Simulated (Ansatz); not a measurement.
## KF (Pm-3m, No. 221, 2 atoms in the cell; start mp-8454; a measured phase of this formula has another space group)

These are r²SCAN+rVV10 in Ansatz (PAW) values and carry that method's errors.

Numerical settings: plane-wave cutoff 560 eV, 10×10×10 k mesh, Fermi–Dirac smearing 0.01 eV, scalar-relativistic PAW data made under PBE.

Cell (relaxed at this level):

```xyz
2
Lattice="3.1538 0.0000 0.0000 0.0000 3.1538 0.0000 0.0000 0.0000 3.1538" Properties=species:S:1:pos:R:3 pbc="T T T"
K      0.0000     0.0000     0.0000
F      1.5769     1.5769     1.5769
```

* **band gap**: 7.85 eV (indirect)
* **smallest direct gap on the k points sampled**: 7.87 eV

Static lattice: no zero-point or thermal effects.

A start named mp-… is a Materials Project structure, which need not be a measured phase.

Ansatz is a program for electronic structure.
